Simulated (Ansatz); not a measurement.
Data:

End structure of Li on the 1x1 (0001) surface of hcp Co, ferromagnetic, one in a 2x2 cell, started at the site 'bridge Co-Co (span 2.5 Å)':

```yaml
crystal:
  lattice:
    - [4.98583, 0.00000, 0.00000]
    - [-2.49292, 4.31786, 0.00000]
    - [0.00000, 0.00000, 25.50000]
  atoms:
    - { symbol: Co, position: [0.33333, 0.16667, 0.38286] }
    - { symbol: Co, position: [0.33333, 0.66667, 0.38286] }
    - { symbol: Co, position: [0.83333, 0.16667, 0.38286] }
    - { symbol: Co, position: [0.83333, 0.66667, 0.38286] }
    - { symbol: Co, position: [0.16667, 0.33333, 0.45946] }
    - { symbol: Co, position: [0.16667, 0.83333, 0.45946] }
    - { symbol: Co, position: [0.66667, 0.33333, 0.45946] }
    - { symbol: Co, position: [0.66667, 0.83333, 0.45946] }
    - { symbol: Co, position: [0.33444, 0.16722, 0.54065] }
    - { symbol: Co, position: [0.33339, 0.66669, 0.53979] }
    - { symbol: Co, position: [0.83283, 0.16739, 0.54066] }
    - { symbol: Co, position: [0.83283, 0.66544, 0.54066] }
    - { symbol: Co, position: [0.16861, 0.33709, 0.61678] }
    - { symbol: Co, position: [0.16861, 0.83152, 0.61678] }
    - { symbol: Co, position: [0.66661, 0.33331, 0.61986] }
    - { symbol: Co, position: [0.66285, 0.83142, 0.61670] }
    - { symbol: Li, position: [0.99923, 0.99961, 0.69861] }
```

Model: 17-atom slab, 6.0 Å thick at the start under the adsorbate (thin: gaps and levels are the slab's own), 7x7x1 mesh, Fermi-Dirac 0.1 eV, dipole correction, 8 atoms held, the rest relaxed; held to the start's symmetry, so lower structures may exist; spin-polarised, no spin-orbit, no U, no dispersion correction. At the end it is bonded to 3 Co. In PBE it is, or lies within 0.03 eV of, the lowest of the starts that converged.

A negative adsorption energy means that the adsorbate is more stable on the surface than in its reference.

Problem. What is the computed change of the step from the bottom to the top vacuum level, against the clean slab (PBE in Ansatz, a program for electronic structure)?

Solution. -2.91 eV

Problem. Give the adsorption energy against an atom of bcc Li at the level PBE.

Solution. -0.69 eV

Problem. Give the work function of the top face at the level PBE.

Solution. 2.06 eV

Problem. What change of the work function does PBE give?

Solution. -2.92 eV
